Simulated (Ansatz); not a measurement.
Band structure of TiSCl (P2_1/m, 6 atoms in the cell).

```xyz
6
Lattice="3.4440 0.0000 0.0000 0.0000 4.8211 0.0000 -0.0663 0.0000 7.4507" Properties=species:S:1:pos:R:3 pbc="T T T"
Ti     2.5192     1.2053     6.6620
Ti     0.8584     3.6158     0.7887
S      0.8639     1.2053     0.9345
S      2.5137     3.6158     6.5162
Cl     0.7960     1.2053     4.9196
Cl     2.5816     3.6158     2.5311
```

Computed with PBEsol, default PAW files made with PBE (plane waves; Ansatz, an electronic-structure program).

Settings: basis.ecutwfc = 420 eV; kpoints.mp_grid.grid = 8 6 4; hamiltonian.xc = pbesol; hamiltonian.pseudopotentials = {kind: paw} (the program's default PAW files); scf.occupations.method = fermi_dirac; scf.occupations.width = 0.05 eV; kpoints.band_path.npoints = 16.

The starting cell comes from a database of computed structures (which also holds hypothetical and non-ambient phases and stackings), without a prior relaxation at this level. Spin polarisation is off, so a magnetic state, if there is one, cannot be reached.

Levels in eV from the Fermi level, bands 23 to 30:
```tsv
point	23	24	25	26	27	28	29	30
Γ	-1.70	-1.57	-0.59	-0.35	0.24	0.27	0.63	1.04
Y	-1.98	-1.62	-0.42	-0.35	0.23	0.36	0.84	1.04
H	-2.73	-2.71	-0.85	-0.84	0.99	0.99	1.41	1.42
C	-2.73	-2.72	-0.85	-0.85	0.99	0.99	1.41	1.42
E	-2.61	-2.61	0.98	0.98	1.03	1.03	1.42	1.42
M1	-2.61	-2.61	0.98	0.98	1.03	1.03	1.42	1.42
A	-2.75	-2.75	1.01	1.01	1.01	1.01	1.42	1.42
X	-2.71	-2.71	-0.94	-0.93	0.98	0.99	1.43	1.46
H1	-2.73	-2.71	-0.85	-0.84	0.99	0.99	1.41	1.42
```

Bands cross the Fermi level along this path, so the cell is metallic at this level.

Keys are those of Ansatz 0.2.
